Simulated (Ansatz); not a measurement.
Electronic density of states of amorphous Hf₂₇O₅₁, density 9.39 g/cm³, on a 2×2×2 Γ-centred mesh with a Gaussian width of 0.1 eV; energies count from the Fermi level, whose place inside the gap is arbitrary. Cell and mesh are small, so fine structure isn't converged. The numbers are results of PBE, scalar-relativistic without spin-orbit coupling (plane waves to 420 eV, PAW; Ansatz, a quantum-chemistry and plane-wave program), not measurements. Sampling: a 2×2×2 Γ-centred mesh; Fermi-Dirac width 0.02 eV; no spin polarisation. The usual formal charges leave 6 electrons over, so the level spacing at the Fermi energy parts defect or band states and needn't be the band gap.

The cell was made by melting and quenching with the CHGNet potential and then relaxed with DFT. O atoms were pushed apart under 1.9 Å during the dynamics, to hinder bonds among them. The hot cell started wider than the set density and was brought back towards it in steps. It is the lowest in DFT energy of 4 quenches. It is a model cell: composition and starting density were chosen by hand, and all elements were melted together. No dispersion term was used. Its density started from a set value of 9.39 and ended at 9.39 g/cm³. The quench (nominally 73 K/ps over its main leg) was far faster than any real one, so the model tends to hold more defects than a real film. One small periodic cell is one sample of the glass; other quenches scatter about these values. The volume was held where the preparation left it and the shape relaxed, at a PBE pressure of 0.4 GPa. On a 2×2×2 Γ-centred mesh force components of up to 0.15 eV/Å stay, since the relaxation ran on the zone centre alone.

```json
[
 {"E - EF (eV)": "-12.00", "states/(eV atom)": "0.00"},
 {"E - EF (eV)": "-11.90", "states/(eV atom)": "0.00"},
 {"E - EF (eV)": "-11.80", "states/(eV atom)": "0.00"},
 {"E - EF (eV)": "-11.70", "states/(eV atom)": "0.00"},
 {"E - EF (eV)": "-11.60", "states/(eV atom)": "0.00"},
 {"E - EF (eV)": "-11.50", "states/(eV atom)": "0.00"},
 {"E - EF (eV)": "-11.40", "states/(eV atom)": "0.00"},
 {"E - EF (eV)": "-11.30", "states/(eV atom)": "0.00"},
 {"E - EF (eV)": "-11.20", "states/(eV atom)": "0.00"},
 {"E - EF (eV)": "-11.10", "states/(eV atom)": "0.00"},
 {"E - EF (eV)": "-11.00", "states/(eV atom)": "0.00"},
 {"E - EF (eV)": "-10.90", "states/(eV atom)": "0.00"},
 {"E - EF (eV)": "-10.80", "states/(eV atom)": "0.00"},
 {"E - EF (eV)": "-10.70", "states/(eV atom)": "0.00"},
 {"E - EF (eV)": "-10.60", "states/(eV atom)": "0.00"},
 {"E - EF (eV)": "-10.50", "states/(eV atom)": "0.00"},
 {"E - EF (eV)": "-10.40", "states/(eV atom)": "0.00"},
 {"E - EF (eV)": "-10.30", "states/(eV atom)": "0.00"},
 {"E - EF (eV)": "-10.20", "states/(eV atom)": "0.00"},
 {"E - EF (eV)": "-10.10", "states/(eV atom)": "0.00"},
 {"E - EF (eV)": "-10.00", "states/(eV atom)": "0.00"},
 {"E - EF (eV)": "-9.90", "states/(eV atom)": "0.00"},
 {"E - EF (eV)": "-9.80", "states/(eV atom)": "0.00"},
 {"E - EF (eV)": "-9.70", "states/(eV atom)": "0.00"},
 {"E - EF (eV)": "-9.60", "states/(eV atom)": "0.00"},
 {"E - EF (eV)": "-9.50", "states/(eV atom)": "0.00"},
 {"E - EF (eV)": "-9.40", "states/(eV atom)": "0.00"},
 {"E - EF (eV)": "-9.30", "states/(eV atom)": "0.00"},
 {"E - EF (eV)": "-9.20", "states/(eV atom)": "0.00"},
 {"E - EF (eV)": "-9.10", "states/(eV atom)": "0.00"},
 {"E - EF (eV)": "-9.00", "states/(eV atom)": "0.00"},
 {"E - EF (eV)": "-8.90", "states/(eV atom)": "0.00"},
 {"E - EF (eV)": "-8.80", "states/(eV atom)": "0.00"},
 {"E - EF (eV)": "-8.70", "states/(eV atom)": "0.00"},
 {"E - EF (eV)": "-8.60", "states/(eV atom)": "0.00"},
 {"E - EF (eV)": "-8.50", "states/(eV atom)": "0.00"},
 {"E - EF (eV)": "-8.40", "states/(eV atom)": "0.04"},
 {"E - EF (eV)": "-8.30", "states/(eV atom)": "0.22"},
 {"E - EF (eV)": "-8.20", "states/(eV atom)": "0.41"},
 {"E - EF (eV)": "-8.10", "states/(eV atom)": "0.49"},
 {"E - EF (eV)": "-8.00", "states/(eV atom)": "0.56"},
 {"E - EF (eV)": "-7.90", "states/(eV atom)": "0.62"},
 {"E - EF (eV)": "-7.80", "states/(eV atom)": "0.67"},
 {"E - EF (eV)": "-7.70", "states/(eV atom)": "0.67"},
 {"E - EF (eV)": "-7.60", "states/(eV atom)": "0.67"},
 {"E - EF (eV)": "-7.50", "states/(eV atom)": "0.74"},
 {"E - EF (eV)": "-7.40", "states/(eV atom)": "0.81"},
 {"E - EF (eV)": "-7.30", "states/(eV atom)": "0.88"},
 {"E - EF (eV)": "-7.20", "states/(eV atom)": "0.92"},
 {"E - EF (eV)": "-7.10", "states/(eV atom)": "0.90"},
 {"E - EF (eV)": "-7.00", "states/(eV atom)": "0.89"},
 {"E - EF (eV)": "-6.90", "states/(eV atom)": "0.88"},
 {"E - EF (eV)": "-6.80", "states/(eV atom)": "0.91"},
 {"E - EF (eV)": "-6.70", "states/(eV atom)": "0.92"},
 {"E - EF (eV)": "-6.60", "states/(eV atom)": "0.86"},
 {"E - EF (eV)": "-6.50", "states/(eV atom)": "0.80"},
 {"E - EF (eV)": "-6.40", "states/(eV atom)": "0.81"},
 {"E - EF (eV)": "-6.30", "states/(eV atom)": "0.82"},
 {"E - EF (eV)": "-6.20", "states/(eV atom)": "0.85"},
 {"E - EF (eV)": "-6.10", "states/(eV atom)": "0.86"},
 {"E - EF (eV)": "-6.00", "states/(eV atom)": "0.81"},
 {"E - EF (eV)": "-5.90", "states/(eV atom)": "0.80"},
 {"E - EF (eV)": "-5.80", "states/(eV atom)": "0.85"},
 {"E - EF (eV)": "-5.70", "states/(eV atom)": "0.85"},
 {"E - EF (eV)": "-5.60", "states/(eV atom)": "0.87"},
 {"E - EF (eV)": "-5.50", "states/(eV atom)": "0.89"},
 {"E - EF (eV)": "-5.40", "states/(eV atom)": "0.87"},
 {"E - EF (eV)": "-5.30", "states/(eV atom)": "0.82"},
 {"E - EF (eV)": "-5.20", "states/(eV atom)": "0.84"},
 {"E - EF (eV)": "-5.10", "states/(eV atom)": "0.91"},
 {"E - EF (eV)": "-5.00", "states/(eV atom)": "0.87"},
 {"E - EF (eV)": "-4.90", "states/(eV atom)": "0.85"},
 {"E - EF (eV)": "-4.80", "states/(eV atom)": "0.94"},
 {"E - EF (eV)": "-4.70", "states/(eV atom)": "0.97"},
 {"E - EF (eV)": "-4.60", "states/(eV atom)": "0.94"},
 {"E - EF (eV)": "-4.50", "states/(eV atom)": "0.88"},
 {"E - EF (eV)": "-4.40", "states/(eV atom)": "0.93"},
 {"E - EF (eV)": "-4.30", "states/(eV atom)": "1.03"},
 {"E - EF (eV)": "-4.20", "states/(eV atom)": "1.01"},
 {"E - EF (eV)": "-4.10", "states/(eV atom)": "0.95"},
 {"E - EF (eV)": "-4.00", "states/(eV atom)": "0.88"},
 {"E - EF (eV)": "-3.90", "states/(eV atom)": "0.74"},
 {"E - EF (eV)": "-3.80", "states/(eV atom)": "0.67"},
 {"E - EF (eV)": "-3.70", "states/(eV atom)": "0.58"},
 {"E - EF (eV)": "-3.60", "states/(eV atom)": "0.39"},
 {"E - EF (eV)": "-3.50", "states/(eV atom)": "0.22"},
 {"E - EF (eV)": "-3.40", "states/(eV atom)": "0.19"},
 {"E - EF (eV)": "-3.30", "states/(eV atom)": "0.15"},
 {"E - EF (eV)": "-3.20", "states/(eV atom)": "0.09"},
 {"E - EF (eV)": "-3.10", "states/(eV atom)": "0.13"},
 {"E - EF (eV)": "-3.00", "states/(eV atom)": "0.09"},
 {"E - EF (eV)": "-2.90", "states/(eV atom)": "0.01"},
 {"E - EF (eV)": "-2.80", "states/(eV atom)": "0.00"},
 {"E - EF (eV)": "-2.70", "states/(eV atom)": "0.00"},
 {"E - EF (eV)": "-2.60", "states/(eV atom)": "0.00"},
 {"E - EF (eV)": "-2.50", "states/(eV atom)": "0.00"},
 {"E - EF (eV)": "-2.40", "states/(eV atom)": "0.00"},
 {"E - EF (eV)": "-2.30", "states/(eV atom)": "0.00"},
 {"E - EF (eV)": "-2.20", "states/(eV atom)": "0.00"},
 {"E - EF (eV)": "-2.10", "states/(eV atom)": "0.00"},
 {"E - EF (eV)": "-2.00", "states/(eV atom)": "0.00"},
 {"E - EF (eV)": "-1.90", "states/(eV atom)": "0.00"},
 {"E - EF (eV)": "-1.80", "states/(eV atom)": "0.00"},
 {"E - EF (eV)": "-1.70", "states/(eV atom)": "0.00"},
 {"E - EF (eV)": "-1.60", "states/(eV atom)": "0.00"},
 {"E - EF (eV)": "-1.50", "states/(eV atom)": "0.02"},
 {"E - EF (eV)": "-1.40", "states/(eV atom)": "0.09"},
 {"E - EF (eV)": "-1.30", "states/(eV atom)": "0.12"},
 {"E - EF (eV)": "-1.20", "states/(eV atom)": "0.04"},
 {"E - EF (eV)": "-1.10", "states/(eV atom)": "0.00"},
 {"E - EF (eV)": "-1.00", "states/(eV atom)": "0.01"},
 {"E - EF (eV)": "-0.90", "states/(eV atom)": "0.08"},
 {"E - EF (eV)": "-0.80", "states/(eV atom)": "0.12"},
 {"E - EF (eV)": "-0.70", "states/(eV atom)": "0.04"},
 {"E - EF (eV)": "-0.60", "states/(eV atom)": "0.00"},
 {"E - EF (eV)": "-0.50", "states/(eV atom)": "0.00"},
 {"E - EF (eV)": "-0.40", "states/(eV atom)": "0.05"},
 {"E - EF (eV)": "-0.30", "states/(eV atom)": "0.13"},
 {"E - EF (eV)": "-0.20", "states/(eV atom)": "0.06"},
 {"E - EF (eV)": "-0.10", "states/(eV atom)": "0.01"},
 {"E - EF (eV)": "0.00", "states/(eV atom)": "0.00"},
 {"E - EF (eV)": "0.10", "states/(eV atom)": "0.00"},
 {"E - EF (eV)": "0.20", "states/(eV atom)": "0.04"},
 {"E - EF (eV)": "0.30", "states/(eV atom)": "0.11"},
 {"E - EF (eV)": "0.40", "states/(eV atom)": "0.10"},
 {"E - EF (eV)": "0.50", "states/(eV atom)": "0.10"},
 {"E - EF (eV)": "0.60", "states/(eV atom)": "0.16"},
 {"E - EF (eV)": "0.70", "states/(eV atom)": "0.22"},
 {"E - EF (eV)": "0.80", "states/(eV atom)": "0.30"},
 {"E - EF (eV)": "0.90", "states/(eV atom)": "0.34"},
 {"E - EF (eV)": "1.00", "states/(eV atom)": "0.37"},
 {"E - EF (eV)": "1.10", "states/(eV atom)": "0.43"},
 {"E - EF (eV)": "1.20", "states/(eV atom)": "0.46"},
 {"E - EF (eV)": "1.30", "states/(eV atom)": "0.51"},
 {"E - EF (eV)": "1.40", "states/(eV atom)": "0.56"},
 {"E - EF (eV)": "1.50", "states/(eV atom)": "0.60"},
 {"E - EF (eV)": "1.60", "states/(eV atom)": "0.63"},
 {"E - EF (eV)": "1.70", "states/(eV atom)": "0.67"},
 {"E - EF (eV)": "1.80", "states/(eV atom)": "0.67"},
 {"E - EF (eV)": "1.90", "states/(eV atom)": "0.66"},
 {"E - EF (eV)": "2.00", "states/(eV atom)": "0.68"},
 {"E - EF (eV)": "2.10", "states/(eV atom)": "0.69"},
 {"E - EF (eV)": "2.20", "states/(eV atom)": "0.67"},
 {"E - EF (eV)": "2.30", "states/(eV atom)": "0.68"},
 {"E - EF (eV)": "2.40", "states/(eV atom)": "0.68"},
 {"E - EF (eV)": "2.50", "states/(eV atom)": "0.68"},
 {"E - EF (eV)": "2.60", "states/(eV atom)": "0.75"},
 {"E - EF (eV)": "2.70", "states/(eV atom)": "0.79"},
 {"E - EF (eV)": "2.80", "states/(eV atom)": "0.74"},
 {"E - EF (eV)": "2.90", "states/(eV atom)": "0.70"},
 {"E - EF (eV)": "3.00", "states/(eV atom)": "0.74"},
 {"E - EF (eV)": "3.10", "states/(eV atom)": "0.74"},
 {"E - EF (eV)": "3.20", "states/(eV atom)": "0.73"},
 {"E - EF (eV)": "3.30", "states/(eV atom)": "0.68"},
 {"E - EF (eV)": "3.40", "states/(eV atom)": "0.65"},
 {"E - EF (eV)": "3.50", "states/(eV atom)": "0.64"}
]
```

The level spacing at the Fermi energy on this mesh is 0.51 eV; the broadening fills part of it in the curve.
